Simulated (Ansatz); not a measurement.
System: Si (Fmmm, No. 69, 8 atoms in the cell; start mp-1079649; another form than the element's usual one). Method: LDA in Ansatz (plane waves, PAW).

The input as run:

Ansatz 0.2 input:
```yaml
crystal:
  lattice:
    - [4.5879057587, -2.4472505458, 0.0]
    - [4.5879057587, 2.4472505458, 0.0]
    - [0.0, 0.0, 5.3213677673]
  atoms:
    - { symbol: Si, position: [0.5000003688, 0.4999996312, 0.7694912682] }
    - { symbol: Si, position: [0.4999996312, 0.5000003688, 0.2305087318] }
    - { symbol: Si, position: [0.9999996312, 0.0000003688, 0.2694912682] }
    - { symbol: Si, position: [0.0000003688, 0.9999996312, 0.7305087318] }
    - { symbol: Si, position: [0.7277603361, 0.7277603361, 0.5] }
    - { symbol: Si, position: [0.2722396639, 0.2722396639, 0.5] }
    - { symbol: Si, position: [0.7722396639, 0.7722396639, 0.0] }
    - { symbol: Si, position: [0.2277603361, 0.2277603361, 0.0] }
basis:
  ecutwfc: 520
  ecutrho_ratio: 4
  xc_grid: 2
kpoints:
  mp_grid: { grid: [14, 14, 10] }
hamiltonian:
  xc: lda
  dispersion: none
  pseudopotentials: { kind: paw }
scf:
  occupations: { method: fermi_dirac, width: 0.05 }
  convergence: { dr2_threshold: 0.0000000008 }
output:
  forces: true
  stress: true
  eigenvalues: true
```

The run printed, among other lines:

```
WARN the atoms were moved onto the symmetric positions of the space group found under crystal.symmetry.tolerance 1.0e-5 (fractional …
Crystal: 8 atoms, lattice volume = 119.494 Å³
Basis set: ecut = 520 eV, 3211 PW (Γ), exchange–correlation on 80×80×80 points (8 copies of the dense FFT grid, shifted against one another)
Bands: 24, of which v1, the nominal top of the filled ones, is band 16 counted from 1 (15 counted from 0)
Symmetry: 16 space group operations
Space group: Fmmm (ITA 69), of the structure as read, at distance tolerance 4.9e-5 Å
k-points: 342 of 1960
Functional: x = slater, c = lda
SCF iter   1: F=—  HF=-4867.481906 eV  |F-HF|=—  |Δ(HF+E_count)|=         —  Δρ=4.97e-3  dr2=2.60e-2
SCF iter   2: F=—  HF=-4867.475163 eV  |F-HF|=—  |Δ(HF+E_count)|=   6.74e-3  Δρ=2.89e-3  dr2=9.05e-3
  ...
SCF iter   5: F=—  HF=-4867.470999 eV  |F-HF|=—  |Δ(HF+E_count)|=   7.43e-6  Δρ=8.08e-6  dr2=7.58e-8
SCF iter   6: F=-4867.470999 eV  HF=-4867.470999 eV  |F-HF|=1.98e-10  |Δ(HF+E_count)|=   6.04e-9  Δρ=7.63e-7  dr2=5.26e-10
SCF 1 converged in 6 iterations: F = -4867.470999 eV  dr2 = 5.26e-10
SCF converged after 6 iterations
Free energy (F): -4867.470999 eV
Internal energy: -4867.448602 eV  (E = F + TS)
E sigma→0 (E₀):  -4867.459800 eV
Fermi energy:    9.766393 eV
--- Forces (eV/Å), atoms counted from 1 ---
  atom   1  Si     0.00000000     0.00000000     0.00990344
  atom   2  Si     0.00000000     0.00000000    -0.00990344
  atom   3  Si     0.00000000     0.00000000     0.00990344
  atom   4  Si     0.00000000     0.00000000    -0.00990344
  atom   5  Si    -0.03118832     0.00000000    -0.00000000
  atom   6  Si     0.03118832     0.00000000    -0.00000000
  atom   7  Si     0.03118832     0.00000000    -0.00000000
  atom   8  Si    -0.03118832     0.00000000    -0.00000000
--- Stress (GPa, compression-positive) ---
       -1.501078       0.000000       0.000000
       -0.000000      -1.591589       0.000000
        0.000000       0.000000      -1.414477
  P = ⅓ Tr σ = -1.5024 GPa (-15.024 kbar)
```

The PAW data were made under PBE.

Note: cell and atoms aren't relaxed at this level (largest force component 0.03 eV/Å, pressure -1.5 GPa).

Cost on a shared machine: about 30 core-seconds (a rough figure).

A start named mp-… is a Materials Project structure, which need not be a measured phase.

Ansatz is an electronic-structure program.
